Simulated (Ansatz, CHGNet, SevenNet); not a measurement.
# Formation enthalpy of Ge2Sb2Te5 (P-3m1, No. 164, 9 atoms in the cell; start mp-3534) at several levels of theory

No measured value is used here.

```tsv
level (code)	value (eV/atom)
CHGNet 0.3.0	-0.350
CHGNet-r²SCAN	-0.151
SevenNet-0	-0.131
LDA (Ansatz)	___
PBE-D4 (Ansatz)	___
r²SCAN-D4 (Ansatz)	-0.074
r²SCAN+rVV10 (Ansatz)	-0.073
```

Problem. Some entries are withheld; supply them.

Solution. 
- LDA (Ansatz, a first-principles code), value (eV/atom): -0.084
- PBE-D4 (Ansatz), value (eV/atom): -0.108

Density-functional levels without +SOC have no spin–orbit coupling, which shifts binding energies of heavy elements. CHGNet 0.3.0, CHGNet-r²SCAN, SevenNet-0, LDA, PBE-D4, r²SCAN-D4, r²SCAN+rVV10: the relaxation could not lower the start's symmetry, so the cell can be a saddle point above a distorted one. CHGNet 0.3.0: the energies of CHGNet 0.3.0 can hold anion corrections fitted to measured formation enthalpies. PBE-D4: a distance lies near a switch of the dispersion term, which can move the cell. Each level is taken at its own relaxed cell. Ansatz's density-functional and Hartree–Fock values are scalar-relativistic unless marked +SOC, with PAW data made under PBE.

Machine-learned potentials (CHGNet 0.3.0, CHGNet-r²SCAN, SevenNet-0) are trained on DFT data: a solid inside that data is no test of them.

A start named mp-… is a Materials Project structure, which need not be a measured phase.
